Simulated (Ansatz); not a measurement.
BeSe (model structure, started from the cinnabar type, P6₂22, No. 180, 6 atoms in the cell): equilibrium volume per atom by level of theory

No measured value is used here.

### Question
Put these levels in order of the equilibrium volume per atom that they give for BeSe (model structure, started from the cinnabar type, P6₂22, No. 180, 6 atoms in the cell), smallest first: PBE (Ansatz, a program for electronic structure), PBE-D3(BJ) (Ansatz), PBEsol (Ansatz).

### Answer
PBE-D3(BJ) (15.43 Å³/atom), PBEsol (15.61 Å³/atom), PBE (16.08 Å³/atom)

Ansatz's density-functional and Hartree–Fock values are scalar-relativistic unless marked +SOC, with PAW data made under PBE.

A model structure was made by putting elements into a prototype or built by hand; it is no filed structure, need not be a known phase, and can be a saddle point held by its symmetry.
